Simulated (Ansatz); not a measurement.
**GaS (P6_3/mmc): band-edge transport data**

```yaml
crystal:
  lattice:
    - [3.53462, 0.00000, 0.00000]
    - [-1.76731, 3.06107, 0.00000]
    - [0.00000, 0.00000, 15.04335]
  atoms:
    - { symbol: Ga, position: [0.33333, 0.66667, 0.33042] }
    - { symbol: Ga, position: [0.66667, 0.33333, 0.66958] }
    - { symbol: Ga, position: [0.66667, 0.33333, 0.83042] }
    - { symbol: Ga, position: [0.33333, 0.66667, 0.16958] }
    - { symbol: S, position: [0.33333, 0.66667, 0.90301] }
    - { symbol: S, position: [0.66667, 0.33333, 0.09699] }
    - { symbol: S, position: [0.66667, 0.33333, 0.40301] }
    - { symbol: S, position: [0.33333, 0.66667, 0.59699] }
```

The numbers are results of PBEsol+D3BJ, rigid bands (plane waves, PAW, scalar-relativistic; Ansatz, a quantum-chemistry and plane-wave program), not measurements. How the cell was made: cell and atoms relaxed with PBEsol+d3bj.

```json
{
  "band_gap": "1.29 eV",
  "electron conductivity mass (300 K, dilute)": "0.46 (x), 0.46 (y), 0.61 (z) mₑ",
  "hole conductivity mass (300 K, dilute)": "1.95 (x), 1.95 (y), 0.164 (z) mₑ",
  "effective density of states N_c (300 K)": "5.8e19 cm⁻³",
  "effective density of states N_v (300 K)": "2.0e19 cm⁻³",
  "density_of_states_mass_electrons": "1.74 mₑ",
  "density_of_states_mass_holes": "0.85 mₑ",
  "Seebeck coefficient, n-type 1e19 cm⁻³, 300 K": "-361 μV/K",
  "best n-type power factor at 300 K for τ = 10 fs (best axis; densities from 1e16 to 1e21 cm⁻³ tried, whether or not they can be reached)": "17.9 μW/(cm·K²) at 3e20 cm⁻³",
  "Seebeck coefficient, p-type 1e19 cm⁻³, 300 K": "279 μV/K",
  "best p-type power factor at 300 K for τ = 10 fs (best axis; densities from 1e16 to 1e21 cm⁻³ tried, whether or not they can be reached)": "15.8 μW/(cm·K²) at 3e19 cm⁻³"
}
```

Rigid bands; masses and Seebeck coefficients take one relaxation time τ for all states and one kind of carrier; polarons and phonon drag are left out. Spin-orbit coupling is left out; where it splits the top of the valence band, N_v and the p-type Seebeck coefficient come out somewhat high without it. Geometry: cell and atoms relaxed with PBEsol+D3(BJ).

Formula and space group known from diffraction (Crystallography Open Database), not checked to be the room-temperature form: GaS (P6_3/mmc). PBEsol with a dispersion correction tends to overbind, so the cell can be several per cent short, in bad cases over ten, which usually narrows a gap: GaS (P6_3/mmc).
